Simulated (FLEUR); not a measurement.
Band structure of LiCd3 (P6_3/mmc, 8 atoms in the cell).

```yaml
crystal:
  lattice:
    - [6.11013, 0.00000, 0.00000]
    - [-3.05506, 5.29153, 0.00000]
    - [0.00000, 0.00000, 4.84924]
  atoms:
    - { symbol: Li, position: [0.66667, 0.33333, 0.25000] }
    - { symbol: Li, position: [0.33333, 0.66667, 0.75000] }
    - { symbol: Cd, position: [0.83012, 0.16988, 0.75000] }
    - { symbol: Cd, position: [0.16988, 0.83012, 0.25000] }
    - { symbol: Cd, position: [0.66024, 0.83012, 0.25000] }
    - { symbol: Cd, position: [0.33976, 0.16988, 0.75000] }
    - { symbol: Cd, position: [0.83012, 0.66024, 0.75000] }
    - { symbol: Cd, position: [0.16988, 0.33976, 0.25000] }
```

Computed with PBEsol, all-electron FLAPW (FLEUR), scalar-relativistic valence.

Settings: Kmax = 4.2 1/bohr; GmaxXC = 16.8 1/bohr; xcFunctional = PBEs; jspins = 1; l_soc = F; mode = hist; fermiSmearingEnergy = 0.00499791 Htr; mesh (inpgen div1-3) = 4 4 5; inpgen gamma flag = true; Gmax = 16.8 1/bohr; numbands = 0; maxIterBroyd = 99; imix = Anderson; alpha = 0.05.

The starting cell comes from a database of computed structures (which also holds hypothetical and non-ambient phases and stackings), without a prior relaxation at this level. Values depend on the basis (sphere radii, cutoffs, local orbitals), which need not be converged.

Levels in eV from the Fermi level, bands 52 to 59:
| point | 52 | 53 | 54 | 55 | 56 | 57 | 58 | 59 |
|---|---|---|---|---|---|---|---|---|
| Γ | -2.23 | -2.23 | -2.09 | -1.76 | -1.67 | 1.23 | 3.80 | 3.80 |
| M | -3.41 | 0.07 | 0.47 | 0.71 | 1.39 | 2.06 | 2.07 | 2.23 |
| K | -0.40 | -0.40 | 0.16 | 0.52 | 1.02 | 1.02 | 1.10 | 2.32 |
| A | -1.21 | -1.10 | -1.10 | -1.10 | -1.10 | 0.09 | 0.09 | 0.09 |
| L | -4.55 | -2.00 | -2.00 | -1.17 | -1.17 | 3.75 | 3.75 | 4.24 |
| H | -4.55 | -3.40 | -3.40 | 0.99 | 0.99 | 2.12 | 2.12 | 2.83 |
